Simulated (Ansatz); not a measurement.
Take Ag in the fcc (Cu type) structure (space group Fm-3m, No. 225; relaxed with 0.1 eV smearing) as the base.

```xyz
1
Lattice="0.0000 2.0004 2.0004 2.0004 0.0000 2.0004 2.0004 2.0004 0.0000" Properties=species:S:1:pos:R:3 pbc="T T T"
Ag     0.0000     0.0000     0.0000
```

The values are results of Ansatz (a first-principles code) LDA, spin-orbit coupling left out, not measurements.

Before the change:

The pressure is 0.0 GPa.

The change: every lattice vector is shortened by 3.00 %, atoms relaxed at fixed cell.

**Question.** Estimate the effect on the energy relative to the base.

**Answer.** The energy rises by 65 meV/atom.

**Question.** What happens to the pressure?

**Answer.** The pressure goes from zero to 16.4 GPa.

The cells carry an imposed strain or load. No phonon test of stability was made.
